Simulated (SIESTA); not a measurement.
Input and output of a self-consistent single point for Mg₇SiN₆ (Ibam, 28 atoms in the cell) (SIESTA).

Method of the run: SIESTA 5.4.2 with GGA PBEsol, numerical atomic orbitals TZP, PseudoDojo PBEsol standard norm-conserving potentials (rewritten from UPF to PSML).

```
Mg7SiN6
1.0
   -2.69102     5.03833     5.63791
    2.69102    -5.03833     5.63791
    2.69102     5.03833    -5.63791
Mg Si N
14 2 12
Direct
  0.95789   0.71866   0.67655
  0.04211   0.28134   0.32345
  0.54211   0.21866   0.76077
  0.45789   0.78134   0.23923
  0.39108   0.51482   0.66594
  0.60892   0.48518   0.33406
  0.84888   0.72514   0.33406
  0.15112   0.27486   0.66594
  0.10892   0.77486   0.12374
  0.89108   0.22514   0.87626
  0.65112   0.98518   0.87626
  0.34888   0.01482   0.12374
  0.75000   0.25000   0.50000
  0.25000   0.75000   0.50000
  0.75000   0.75000   0.00000
  0.25000   0.25000   0.00000
  0.72282   0.63431   0.70109
  0.27718   0.36569   0.29891
  0.93322   0.02173   0.29891
  0.06678   0.97827   0.70109
  0.77718   0.47827   0.91149
  0.22282   0.52173   0.08851
  0.56678   0.86569   0.08851
  0.43322   0.13431   0.91149
  0.34454   0.12916   0.47370
  0.65546   0.87084   0.52630
  0.15546   0.62916   0.78462
  0.84454   0.37084   0.21538
```

Reference input (self-consistent single point, DFT, GGA PBEsol, numerical atomic orbitals TZP, PseudoDojo PBEsol standard norm-conserving potentials (rewritten from UPF to PSML)): XC.functional = GGA; XC.authors = PBEsol; potentials = PseudoDojo PBEsol standard; PAO.BasisSize = TZP; PAO.EnergyShift = 0.01 Ry; MeshCutoff = 350 Ry; kgrid.MonkhorstPack = 4 4 4; OccupationFunction = MP; OccupationMPOrder = 0; ElectronicTemperature = 10 meV; MaxSCFIterations = 150; SCF.Mixer.Method = Broyden. This run's input differs from it in these lines:

```diff
@@ -55,5 +55,5 @@
 %block kgrid.MonkhorstPack
-    4   0   0  0.0
-    0   4   0  0.0
-    0   0   4  0.0
+    7   0   0  0.0
+    0   7   0  0.0
+    0   0   7  0.0
 %endblock kgrid.MonkhorstPack
```

Output, abridged:

```
        iscf     Eharris(eV)        E_KS(eV)     FreeEng(eV)     dDmax    Ef(eV) dHmax(eV)
   scf:    1   -26013.645184   -26172.707667   -26172.707667  1.613718 -8.056884 10.646552
   scf:    2   -26202.931670   -26188.655414   -26188.655414  0.114036 -5.223458  7.431233
   scf:    3   -26211.263937   -26206.185866   -26206.185866  0.337519 -4.715849  1.756602
   scf:    4   -26205.711378   -26206.203414   -26206.203414  0.055609 -5.090957  1.435526
   scf:    5   -26206.513794   -26206.379905   -26206.379905  0.018243 -5.118261  1.146789
   scf:    6   -26206.459645   -26206.471300   -26206.471300  0.049069 -4.126695  0.360899
   scf:    7   -26206.490283   -26206.483971   -26206.483971  0.003967 -4.131845  0.085402
   scf:    8   -26206.486437   -26206.485599   -26206.485599  0.003467 -4.141737  0.030301
   scf:    9   -26206.485679   -26206.485710   -26206.485710  0.000619 -4.139289  0.010887
   scf:   10   -26206.485759   -26206.485745   -26206.485745  0.000583 -4.141584  0.001515
   scf:   11   -26206.485746   -26206.485746   -26206.485746  0.000046 -4.141555  0.000848
SCF Convergence by DM+H criterion
max |DM_out - DM_in|         :     0.0000463672
max |H_out - H_in|      (eV) :     0.0008477250
SCF cycle converged after 11 iterations

Using DM_out to compute the final energy and forces

siesta: E_KS(eV) =           -26206.4857

siesta: E_KS - E_eggbox =    -26206.4857

siesta: Atomic forces (eV/Ang):
     1    0.356977    0.038537    0.007646
     2   -0.356977   -0.038537   -0.007646
     3    0.367063   -0.059336    0.013174
   [... 25 lines left out ...]
   Tot    0.000000   -0.000000    0.000001
   Max    0.518793
   Res    0.275506    sqrt( Sum f_i^2 / 3N )
   Max    0.518793    constrained

Stress tensor Voigt[x,y,z,yz,xz,xy] (kbar):      -99.64      -86.39      -66.92        0.97        0.22       -0.09
(Free)E + p*V (eV/cell)   -26190.3942
Target enthalpy (eV/cell)   -26206.4857

   [... lines left out ...]
siesta: FreeEng =    -26206.485746
   [... lines left out ...]
siesta:    -0.062192   -0.000057    0.000138
siesta:    -0.000057   -0.053922    0.000607
siesta:     0.000138    0.000607   -0.041770

siesta: Cell volume =        305.760758 Ang**3

siesta: Pressure (static):
siesta:                Solid            Molecule  Units
siesta:           0.00057319          0.00049981  Ry/Bohr**3
siesta:           0.05262799          0.04589009  eV/Ang**3
siesta:          84.31932802         73.52403090  kBar
```

The run converged in 11 iterations. Against the reference run the free energy is nearly the same (within 1 meV/atom), the pressure stays at 8.43 GPa, the largest force stays at 0.733 eV/Å and the gap on the mesh goes from 1.815 to 1.845 eV.

The starting cell comes from a database of computed structures (which also holds hypothetical and non-ambient phases and stackings), without a prior relaxation at this level. Its lattice was rescaled by a random factor within 2.5 % of one. Values carry the incompleteness of an atom-centred basis. With a pressure of about 8 GPa the cell is away from its equilibrium volume at this level.

Cost on one core of a shared machine: roughly 10 min.
